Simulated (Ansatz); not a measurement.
Output of an Ansatz run (abridged):

```
WARN the atoms were moved onto the symmetric positions of the space group found under crystal.symmetry.tolerance 1.0e-5 (fractional …
WARN ansatz: RAYON_NUM_THREADS=1 ignored (pool sized by the plan → 1); use --threads N
Pseudopotentials: kind: paw
Pseudopotential: Cs, paw, valence charge 9
Pseudopotential: V, paw, valence charge 13
Pseudopotential: N, paw, valence charge 5
Crystal: 8 atoms, lattice volume = 147.415 Å³
Basis set: ecut = 420 eV, 2891 PW (Γ)
Bands: 40, of which v1, the nominal top of the filled ones, is band 32 counted from 1 (31 counted from 0)
Symmetry: 48 space group operations
Space group: Fd-3m (ITA 227), of the structure as read, at distance tolerance 5.3e-5 Å
k-points: 10 of 125
PAW frozen core: Cs, regenerated for the run's functional, and the local potential with it
PAW frozen core: V, regenerated for the run's functional, and the local potential with it
PAW frozen core: N, regenerated for the run's functional, and the local potential with it
Initial density: superposition of atomic densities (neutral atoms: chi_scale 0, normalization atom), corrected by the library's trained network
Initial wavefunctions: pseudopotential atomic-orbital guess
Eigensolver: davidson
Functional: x = slater, c = lda
SCF iter   1: F=—  HF=-18233.073588 eV  |F-HF|=—  |Δ(HF+E_count)|=         —  Δρ=9.40e-3  dr2=1.41e-1  ethr=1.77e-3  ⟨swp⟩=4.6  Hψ=1424  notcnv=0  defer=57
all-band conjugate gradients solve this SCF's bands
preconditioner: auto → Resta (q_TF=auto, 2.374 Å⁻¹)
SCF iter   2: F=—  HF=-18233.051905 eV  |F-HF|=—  |Δ(HF+E_count)|=   2.17e-2  Δρ=7.91e-3  dr2=9.36e-2  ethr=2.20e-4  ⟨swp⟩=2.0  Hψ=712  notcnv=0  defer=60
SCF iter   3: F=—  HF=-18233.043764 eV  |F-HF|=—  |Δ(HF+E_count)|=   8.14e-3  Δρ=4.43e-3  dr2=3.32e-2  ethr=1.46e-4  ⟨swp⟩=2.0  Hψ=515  notcnv=0  defer=59
SCF iter   4: F=—  HF=-18233.039854 eV  |F-HF|=—  |Δ(HF+E_count)|=   3.91e-3  Δρ=1.91e-3  dr2=6.17e-3  ethr=5.19e-5  ⟨swp⟩=2.0  Hψ=394  notcnv=0  defer=60
SCF iter   5: F=—  HF=-18233.038888 eV  |F-HF|=—  |Δ(HF+E_count)|=   9.65e-4  Δρ=6.47e-4  dr2=7.12e-4  ethr=9.64e-6  ⟨swp⟩=2.1  Hψ=462  notcnv=0  defer=60
SCF iter   6: F=—  HF=-18233.038806 eV  |F-HF|=—  |Δ(HF+E_count)|=   8.21e-5  Δρ=4.72e-5  dr2=3.85e-6  ethr=1.11e-6  ⟨swp⟩=2.0  Hψ=540  notcnv=0  defer=60
SCF iter   7: F=—  HF=-18233.038802 eV  |F-HF|=—  |Δ(HF+E_count)|=   4.02e-6  Δρ=1.57e-5  dr2=5.24e-7  ethr=6.01e-9  ⟨swp⟩=2.0  Hψ=635  notcnv=0  defer=29
SCF iter   8: F=-18233.038802 eV  HF=-18233.038802 eV  |F-HF|=8.57e-9  |Δ(HF+E_count)|=   7.26e-8  Δρ=1.93e-6  dr2=1.18e-8  ethr=1.56e-10  ⟨swp⟩=13.2  Hψ=1990  notcnv=0
SCF 1 converged in 8 iterations: F = -18233.038802 eV  dr2 = 1.18e-8
SCF converged after 8 iterations
Free energy (F): -18233.038802 eV
Harris-Foulkes:  -18233.038802 eV  (|F-HF|=8.57e-9)
Internal energy: -18233.038802 eV  (E = F + TS)
E sigma→0 (E₀):  -18233.038802 eV
Fermi energy:    7.792285 eV
--- Per-component energies (eV) ---
  E_band       = -563.143209
  E_kinetic    = 1468.610749
  E_local      = -4976.620413  (includes V_loc(G=0)·N_el)
  E_nonlocal   = 163.691665
  E_hartree    = 2090.131565
  E_xc         = -840.103036
  E_vxc        = -884.267779  (∫ρ·V_xc dr)
  E_paw        = -12395.019433  (= ΣΔE_a)
  E_vpaw       = -514.826874  (= ΣTr[D̂ρ^β])
  E_aug_tail   = 0.000791  (compensation charges beyond the density's cutoff)
  E_ewald      = -3745.284278
  E_core_change = 1.553588  (= ΣΔE_core)
  E_smearing   = -0.000000  (= −TS)
  E_closure    = 0.000000  (closes the sum)
  Σ components = -18233.038802   (vs F -18233.038802, Δ=0.00e0)
--- Forces (eV/Å), atoms counted from 1 ---
  atom   1  Cs     0.00000000    -0.00000000     0.00000000
   [... zero for the other atoms too ...]
  max |Σ_I F_I| component: 2.49e-17 eV/Å
--- Stress (GPa, compression-positive) ---
       -6.885581      -0.000000      -0.000000
       -0.000000      -6.885581       0.000000
       -0.000000      -0.000000      -6.885581
  P = ⅓ Tr σ = -6.8856 GPa (-68.856 kbar)
  The stress holds the Pulay correction. Without it, at fixed plane waves, as pw.x and ABINIT print it: P = -7.2202 GPa
--- Band table (eV; the first three rows and the last of 10) ---
  k-point 0: bands = ["-55.9589", "-55.9574", "-30.1965", "-30.1965", "-30.1965", "-30.1777", "-30.1777", "-30.1777", "-13.9175", "-13.4094", "-5.4762", "-4.4848", "-4.4848", "-4.4848", "-0.9599", "-0.9599", "-0.9599", "-0.2214", "-0.2214", [...]
  k-point 1: bands = ["-55.9588", "-55.9575", "-30.1972", "-30.1972", "-30.1962", "-30.1780", "-30.1770", "-30.1770", "-13.8821", "-13.4458", "-5.4514", "-4.5700", "-4.4835", "-4.4835", "-1.0565", "-1.0565", "-0.9847", "-0.1249", "-0.1249", [...]
  k-point 2: bands = ["-55.9586", "-55.9577", "-30.1982", "-30.1982", "-30.1957", "-30.1786", "-30.1759", "-30.1759", "-13.8071", "-13.5223", "-5.4009", "-4.7222", "-4.4812", "-4.4812", "-1.1861", "-1.1861", "-0.8147", "0.0110", "0.0110", "0.0129", [...]
  k-point 9: bands = ["-55.9583", "-55.9579", "-30.2003", "-30.1997", "-30.1901", "-30.1841", "-30.1745", "-30.1739", "-13.7280", "-13.6025", "-5.2435", "-4.9454", "-4.4913", "-4.4907", "-1.2041", "-1.1312", "-0.7526", "-0.3416", "0.1873", "0.2669", [...]
```

The structure:

```xyz
8
Lattice="0.0000 4.1928 4.1928 4.1928 0.0000 4.1928 4.1928 4.1928 0.0000" Properties=species:S:1:pos:R:3 pbc="T T T"
Cs     2.0964     2.0964     2.0964
Cs     0.0000     0.0000     0.0000
V      6.2892     6.2892     6.2892
V      4.1928     4.1928     4.1928
N      5.2410     5.2410     5.2410
N      5.2410     3.1446     3.1446
N      3.1446     3.1446     5.2410
N      3.1446     5.2410     3.1446
```

What input produced this log?

Other spellings and defaults could give the same log, and not every line can be read from it. The input that was run (DFT, LDA (PW92), plane waves, default PAW files made with PBE):

Ansatz 0.2 input:
```yaml
# CsVN2
crystal:
  lattice:
    - [0.000000, 4.192795, 4.192795]
    - [4.192795, 0.000000, 4.192795]
    - [4.192795, 4.192795, 0.000000]
  atoms:
    - { symbol: Cs, position_ang: [2.096398, 2.096398, 2.096398] }
    - { symbol: Cs, position_ang: [0.000000, 0.000000, 0.000000] }
    - { symbol: V, position_ang: [6.289193, 6.289193, 6.289193] }
    - { symbol: V, position_ang: [4.192795, 4.192795, 4.192795] }
    - { symbol: N, position_ang: [5.240994, 5.240994, 5.240994] }
    - { symbol: N, position_ang: [5.240994, 3.144596, 3.144596] }
    - { symbol: N, position_ang: [3.144596, 3.144596, 5.240994] }
    - { symbol: N, position_ang: [3.144596, 5.240994, 3.144596] }
basis:
  ecutwfc: 420.0
kpoints:
  mp_grid: { grid: [5, 5, 5] }
hamiltonian:
  xc: lda
  pseudopotentials: { kind: paw }
scf:
  occupations: { method: fixed }
output:
  forces: true
  eigenvalues: true
  stress: true
```

The starting cell comes from a database of computed structures (which also holds hypothetical and non-ambient phases and stackings), without a prior relaxation at this level. Its lattice was rescaled by up to half a per cent. With a pressure of about -7 GPa the cell is away from its equilibrium volume at this level. Ansatz's pressure includes its estimate of the finite-basis (Pulay) stress.

Ansatz is an electronic-structure program.
